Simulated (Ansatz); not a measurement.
Take MoSi₂ (space group I4/mmm, No. 139; a = 3.1901 Å, c = 7.8220 Å; relaxed with 0.1 eV smearing) as the base. Axes: x, y, z lie along a, b, c of the conventional cell.

All numbers come from PBEsol (Ansatz, a first-principles code; PAW; 420 eV plane waves; no spin-orbit coupling).

Modification: uniaxial strain ε_xx = −3.00 %, all other strain components held at zero, atoms relaxed at fixed cell.

**Question.** Predict the stress tensor and what it implies for the stiffness.

**Answer.** Stress of the strained cell less that of the base (GPa, compression positive):
```
   13.4     0.0     0.0
    0.0     4.2     0.0
    0.0     0.0     3.3
```

Then −Δσ_ii/ε with ε = -0.0300 gives secant stiffness values (nonlinear terms included at this strain): C11 ≈ 446 GPa, C12 ≈ 138 GPa and C13 ≈ 109 GPa.

As a check, the harmonic strain energy −½ V₀ Δσ:ε is 17 meV/atom; the computed energy rise is 16 meV/atom.

Whether these cells are dynamically stable was not tested. The final runs are not spin-polarised.
